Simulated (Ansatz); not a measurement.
The parent structure is BaS in the rock salt structure (space group Fm-3m, No. 225; a = 6.331 Å). Axes: x, y, z lie along the cube axes.

Computed with PBEsol (Ansatz, a first-principles code; PAW; 420 eV plane waves; spin-orbit coupling left out).

Strains are applied to the cell and any free atomic positions relax; under biaxial strain the out-of-plane vector relaxes too.

One change was made to it. Results:

```csv
quantity,base,after
smallest direct gap,2.13 eV,2.01 eV
"valence-band top at Γ (three highest levels, from the VBM)","0.00, 0.00, 0.00 eV","0.00, 0.00, -0.12 eV"
energy relative to the base (free energy F),0 meV/atom,+9.3 meV/atom
```

Problem. Name the change that was made.
(A) biaxial strain +1.67 %, plane normal [111], relaxed out of plane
(B) biaxial strain +0.83 %, plane normal [111], relaxed out of plane
(C) biaxial strain −2.50 %, plane normal [111], relaxed out of plane
(D) biaxial strain −0.42 %, plane normal [111], relaxed out of plane

Solution. C, biaxial strain −2.50 %, plane normal [111], relaxed out of plane. For comparison, the valence-band top at Γ in the other runs: biaxial strain −0.42 %, plane normal [111], relaxed out of plane gives 0.00, 0.00, -0.02 eV; biaxial strain +0.83 %, plane normal [111], relaxed out of plane gives 0.00, -0.04, -0.04 eV; biaxial strain +1.67 %, plane normal [111], relaxed out of plane gives 0.00, -0.07, -0.07 eV.

Stability against distortions was not tested.
